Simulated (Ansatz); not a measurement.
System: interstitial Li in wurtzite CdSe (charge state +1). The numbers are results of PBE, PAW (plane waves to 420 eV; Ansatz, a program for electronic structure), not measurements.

Cell of 72 host sites held at the relaxed PBE lattice; one k-point at (0.125, 0.250, 0.250); Fermi-Dirac width 0.01 eV, spin-restricted; finite-size errors left in. No zero-point or tunnelling terms. The charge state is imposed; whether it is stable for some Fermi level was not computed. Sites that were not tried may lie lower.

Barriers: single points on a 2×2×2 k-point mesh shifted by half a step along c at the bands' geometries.

The step: several atoms move together, Li the farthest; the atom moves 2.55 Å along (-0.67, -0.35, -0.05) of the unit cell; the moving atom starts with neighbours Cd at 3.17, 2 Cd at 3.20, Cd at 3.21, Cd at 3.23, Cd at 3.27; Se at 2.59, Se at 2.60, Se at 2.63 Å and ends with Cd at 2.61, 2 Cd at 3.04, Cd at 3.06; Se at 2.44, Se at 2.66, 2 Se at 2.69 Å.

Problem. Give the migration barrier of this step at the level PBE, PAW.

Solution. 0.22 eV forward and 0.057 eV backward. At the saddle the moving atom has neighbours Cd at 2.69, Cd at 2.87, Cd at 2.88; Se at 2.45, Se at 2.50, Se at 2.51 Å. The saddle point's order was not checked, and it lies on a symmetry element of the cell, where a band can be held.
